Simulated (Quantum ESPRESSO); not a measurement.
**Convergence test for MgTi2 (Cm, 6 atoms in the cell)**

```
MgTi2
1.0
    5.62681    -1.44148     0.00000
    5.62681     1.44148     0.00000
   -1.93156     0.00000     6.86684
Mg Ti
2 4
Direct
  0.39116   0.39116   0.27902
  0.05680   0.05680   0.61396
  0.00269   0.00269   0.99816
  0.67060   0.67060   0.32129
  0.32611   0.32611   0.67879
  0.71931   0.71931   0.94210
```

Method: LDA (PZ), GBRV 1.5 ultrasoft (LDA) pseudopotentials (plane waves; Quantum ESPRESSO).

The starting cell comes from a database of computed structures (which also holds hypothetical and non-ambient phases and stackings), without a prior relaxation at this level. Spin polarisation is off. In the base run, with a pressure of about -6 GPa the cell is away from its equilibrium volume at this level. Without a gap this mesh is coarse (it stands for a supercell whose shortest vector is 17 Å).

Held fixed: ecutwfc = 50 Ry; ecutrho = 400 Ry; occupations = smearing; smearing = gaussian; degauss = 0.0099958 Ry; potentials = {Mg: mg_lda_v1.4.uspp.F.UPF, Ti: ti_lda_v1.4.uspp.F.UPF}; K_POINTS = automatic 6 6 3 0 0 0; mixing_beta = 0.3.

ΔF is the free energy per atom less that of the last row (7.3e-14 Ry).

The series runs over conv_thr = 0.0073 Ry; 0.00073 Ry; 7.3e-05 Ry; 7.3e-06 Ry; 7.3e-07 Ry; 7.3e-08 Ry; 7.3e-10 Ry; 1e-10 Ry; 7.3e-12 Ry; 7.3e-14 Ry.

### Question
From which setting on does the largest force stay within 0.005 eV/Å of the last one?

### Answer
From conv_thr = 0.00073 Ry on; the one before it is off by 0.25 eV/Å. The value it settles on is 0.232 eV/Å at this level of theory and with the other settings as held.

### Question
From which setting on does the pressure stay within 0.5 GPa of the last one?

### Answer
From conv_thr = 7.3e-05 Ry on; the one before it is off by 0.80 GPa. The value it settles on is -6.3 GPa at this level of theory and with the other settings as held.

```
conv_thr    ΔF (meV/atom)  pressure (GPa)  largest force (eV/Å)  iterations
----------  -------------  --------------  --------------------  ----------
0.0073 Ry            12.6          -14.41                 0.483          10
0.00073 Ry           0.64           -5.46                 0.235          12
7.3e-05 Ry           0.09           -6.41                 0.234          13
7.3e-06 Ry           0.00           -6.21                 0.232          15
7.3e-07 Ry           0.00           -6.21                 0.232          15
7.3e-08 Ry           0.00           -6.25                 0.232          18
7.3e-10 Ry           0.00           -6.26                 0.232          21
1e-10 Ry             0.00           -6.26                 0.232          23
7.3e-12 Ry           0.00           -6.26                 0.232          25
7.3e-14 Ry           0.00           -6.26                 0.232          26
```
